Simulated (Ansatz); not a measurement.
Consider the following.

```
MoP
1.0
    2.97340     0.00000     0.00000
    0.00000     2.97340     0.00000
    0.00000     0.00000     2.97340
Mo P
1 1
Direct
  0.00000   0.00000   0.00000
  0.50000   0.50000   0.50000
```

Calculation: PBEsol, DFPT electron-phonon coupling, linearised Boltzmann equation (plane waves, PAW, scalar-relativistic; Ansatz, a first-principles code). Geometry: relaxed with this functional, without spin-orbit coupling.

Question: Predict the intrinsic resistivity at 300 K.

Answer: 9.7 μΩ·cm.

Question: And the electrons' mean free path at that temperature?

Answer: 7.3 nm, weighted by the current that each state carries. Wires not much wider than this gain resistivity from their walls.

A metal at this level (no band gap). Only scattering by harmonic phonons is included (no impurities, grain boundaries, electron-electron scattering or thermal expansion). Spin-orbit coupling is left out. The squared frequency of the phonon mode least converged on the k mesh is uncertain by about 15 %. Halving the electron mesh (28x28x28) moves the resistivity by up to 8 % at 300 K, the mean free path by up to 6 %. Smearing 0.20 eV; phonons on a 5x5x5 q mesh, which this run doesn't test.

Computed structure with no diffraction record at hand here (it may be known, metastable or hypothetical): MoP (Pm-3m).
